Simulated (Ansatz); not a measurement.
## Convergence study of the plane-wave cutoff for LaRu₂ (R3m, 6 atoms in the cell)

```
CELL_PARAMETERS angstrom
      0.00000     3.85176     3.85176
      3.85176     0.00000     3.85176
      3.85176     3.85176     0.00000
ATOMIC_POSITIONS crystal
  La 0.25375 0.25375 0.25375
  La 0.00000 0.00000 0.00000
  Ru 0.62500 0.62500 0.12500
  Ru 0.62500 0.12500 0.62500
  Ru 0.62500 0.62500 0.62500
  Ru 0.12500 0.62500 0.62500
```

Level of theory: PBEsol, default PAW files made with PBE (plane waves; Ansatz, a program for electronic structure).

Base settings: basis.ecutwfc = 30.9 Ry; kpoints.mp_grid.grid = 4 4 4; hamiltonian.xc = pbesol; hamiltonian.pseudopotentials = {kind: paw} (the program's default PAW files); scf.occupations.method = gaussian; scf.occupations.width = 0.0073 Ry.

The second cell is the first with its lattice scaled by 0.98.

The mesh stays at the base's, so the ladder's end is converged at best in this setting alone.

The first pressure column holds Ansatz's estimate of the finite-basis (Pulay) stress, which hides part of the cutoff error; the other is without it.

Only quantities that move along the ladder and can be compared are tabulated.

The count of work is k-points × plane waves × bands × iterations; it is no time. 

The starting cell comes from a database of computed structures (which also holds hypothetical and non-ambient phases and stackings), without a prior relaxation at this level. Its lattice was rescaled by up to half a per cent. One atom was moved a little off its site on purpose. Spin polarisation is off. In the base run, with a pressure of about -6 GPa the cell is away from its equilibrium volume at this level.

Steps (basis.ecutwfc): 10.7 Ry; 12.5 Ry; 14 Ry; 15.4 Ry; 16.9 Ry; 18.4 Ry; 21.7 Ry; 24.6 Ry; 27.9 Ry; 30.9 Ry; 33.8 Ry; 37.1 Ry; 41.5 Ry; 46.3 Ry; 54 Ry; 61.7 Ry; 74.2 Ry.

**Question.** What is the coarsest basis.ecutwfc that holds the pressure within 0.5 GPa of the last step, with all finer ones?

**Answer.** 18.4 Ry, at 0.12 of the last step's count of work; the step before is off by 2.2 GPa.

**Question.** What is the coarsest basis.ecutwfc that holds the pressure without the Pulay estimate within 0.2 GPa of the last step, with all finer ones?

**Answer.** 27.9 Ry, at 0.23 of the last step's count of work; the step before is off by 2.4 GPa.

**Question.** What is the coarsest basis.ecutwfc that holds the energy of the compressed cell less the first within 0.2 meV/atom of the last step, with all finer ones?

**Answer.** 27.9 Ry, at 0.23 of the last step's count of work; the step before is off by 0.94 meV/atom.

| basis.ecutwfc | free energy less the last step's (meV/atom) | energy of the compressed cell less the first (meV/atom) | pressure (GPa) | pressure without the Pulay estimate (GPa) | largest difference of a force vector from the last step's (eV/Å) | count of work / last |
|---|---|---|---|---|---|---|
| 10.7 Ry | 35662.45 | 51.77 | -53.84 | -880.87 | 0.449 | 0.078 |
| 12.5 Ry | 17479.47 | -388.11 | -29.16 | -531.27 | 0.079 | 0.086 |
| 14 Ry | 9012.37 | 207.47 | -4.70 | -322.19 | 0.181 | 0.096 |
| 15.4 Ry | 4719.12 | -24.64 | -1.89 | -195.74 | 0.208 | 0.10 |
| 16.9 Ry | 2247.58 | 55.91 | -3.76 | -110.35 | 0.010 | 0.11 |
| 18.4 Ry | 1031.82 | -4.08 | -5.59 | -61.38 | 0.053 | 0.12 |
| 21.7 Ry | 158.81 | -10.64 | -6.14 | -18.03 | 0.007 | 0.19 |
| 24.6 Ry | 23.24 | -12.60 | -6.03 | -8.36 | 0.001 | 0.20 |
| 27.9 Ry | 2.46 | -11.57 | -5.97 | -6.14 | 0.000 | 0.23 |
| 30.9 Ry | 1.47 | -11.58 | -5.97 | -5.99 | 0.000 | 0.27 |
| 33.8 Ry | 1.00 | -11.62 | -5.98 | -6.01 | 0.000 | 0.32 |
| 37.1 Ry | 0.49 | -11.65 | -5.98 | -6.00 | 0.000 | 0.35 |
| 41.5 Ry | 0.28 | -11.65 | -5.98 | -5.99 | 0.000 | 0.42 |
| 46.3 Ry | 0.20 | -11.65 | -5.98 | -5.99 | 0.000 | 0.49 |
| 54 Ry | 0.10 | -11.65 | -5.98 | -5.98 | 0.000 | 0.61 |
| 61.7 Ry | 0.05 | -11.66 | -5.98 | -5.98 | 0.000 | 0.75 |
| 74.2 Ry | 0.00 | -11.66 | -5.98 | -5.98 | 0.000 | 1.0 |

The energy difference between the two cells stays within 1 meV/atom of the last step's from 24.6 Ry on, the total only from 33.8 Ry on: much of the error is common to both cells and cancels.

At the lowest cutoff the pressure without the Pulay estimate lies 875 GPa under the last step's, the usual sign of Pulay stress in an incomplete plane-wave basis.

Keys are those of Ansatz 0.2.
